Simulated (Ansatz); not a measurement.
1T (CdI2-type) PtTe2 was calculated with HSE06 in Ansatz (PAW).

Settings: plane-wave cutoff 460 eV, 9×9×6 k mesh (along the axes of the cell as run), Fermi–Dirac smearing 0.05 eV, scalar-relativistic PAW data made under PBE.

Computed at the level's own relaxed cell.

Q: Estimate the equilibrium lattice constant a and c axis length that the calculation returns.

A: 
- equilibrium lattice constant a = 4.038 Å
- c axis length = 5.366 Å

Measured, for comparison: lattice constant a 4.026 Å, lattice parameter c 5.221 Å (temperature not stated, no zero-point or thermal correction; as tabulated in Pelayo et al. (2023), arXiv:2312.15371). Computed (rounded) less measured: lattice constant a +0.3 %, lattice parameter c +2.8 %.

Note: the cell comes from a level without a dispersion term, which matters for the spacing of layers, chains or molecules.

Spin–orbit coupling is not included.

Computed values are for the static lattice.

Ansatz is an electronic-structure program.
